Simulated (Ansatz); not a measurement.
MgO, response to strain

Base system: MgO in the rock salt structure (space group Fm-3m, No. 225; a = 4.2141 Å). Axes: x, y, z lie along the cube axes.

Strains are applied to the cell and any free atomic positions relax; under biaxial strain the out-of-plane vector relaxes too.

Level of theory: PBEsol/PAW in Ansatz (a program for electronic structure), without spin-orbit coupling.

Notes on the quantities. energy relative to the base: free energy F.

| biaxial strain, plane normal [001], relaxed out of plane (%) | energy relative to the base (meV/atom) |
|---|---|
| -3 | 19.5 |
| -2.5 | ? |
| -2 | 8.3 |
| -1.5 | 4.6 |
| -1 | 2.0 |
| -0.5 | 0.5 |
| 0 | 0.0 |

Fit ΔE = Aε² + Bε³ (ε in %) to the rows shown and predict the withheld row.

Least squares on the printed values gives A = 1.91 and B = -0.086 meV/atom (largest residual 0.0 meV/atom); this predicts 13.3 meV/atom, and the run gives 13.3 meV/atom, in agreement.

Stability against distortions was not tested.
